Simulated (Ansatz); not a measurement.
Base system: SnTe in the rock salt structure (space group Fm-3m, No. 225; a = 6.289 Å).

All numbers come from Ansatz (a quantum-chemistry and plane-wave program) PBEsol, without spin-orbit coupling.

One change was made to it. Results:

| quantity | base | after |
|---|---|---|
| shortest interatomic distance | 3.145 Å | 3.168 Å |
| density | 6.58 g/cm³ | 6.43 g/cm³ |

Question: Which of these changes matches the shifts?
A) pressure 30 GPa
B) pressure −1 GPa
C) pressure 15 GPa
D) pressure −2 GPa
E) pressure 22.5 GPa

Answer: B, pressure −1 GPa. For comparison, the shortest interatomic distance in the other runs: pressure −2 GPa gives 3.194 Å; pressure 30 GPa gives 2.828 Å; pressure 15 GPa gives 2.938 Å; pressure 22.5 GPa gives 2.876 Å.

Load acts through the strain it causes; cell and atoms are relaxed under it. Stability against distortions was not tested. No other phases were tried under pressure. All final runs are without spin polarisation.
